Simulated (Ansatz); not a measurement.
**Effect of biaxial strain −1.50 %, plane normal [001], relaxed out of plane on Ag**

Start from Ag in the fcc (Cu type) structure (space group Fm-3m, No. 225; a = 4.104 Å; relaxed with 0.1 eV smearing). Axes: x, y, z lie along the cube axes.

It is then changed as follows: biaxial strain −1.50 %, plane normal [001], relaxed out of plane (Cartesian); in-plane vectors clamped, the third vector and the atoms free.

Level of theory: DFT with r2SCAN, PAW potentials and a 500 eV plane-wave cutoff in Ansatz (a program for electronic structure), without spin-orbit coupling. Settings: 28×28×28 k-points, 0.1 eV Fermi–Dirac smearing.

The volume per atom decreases by 0.147 Å³ to 17.14 Å³ and the space group goes from Fm-3m (No. 225) to I4/mmm (No. 139). The shortest interatomic distance falls by 0.0435 Å (2.902 Å → 2.859 Å) and the energy goes up by 2.2 meV/atom. The pressure (mean of the normal stresses, compression positive) goes from zero to 1.0 GPa and the band gap remains zero. The out-of-plane strain comes out as +2.19 % and the ratio −ε⊥/ε∥ amounts to 1.46. The mean in-plane stress (compression positive) amounts to +1.4 GPa.

Cost of the whole job for the changed cell (relaxation, final SCF and bands): roughly 5 core-minutes.

Whether these cells are dynamically stable was not tested.
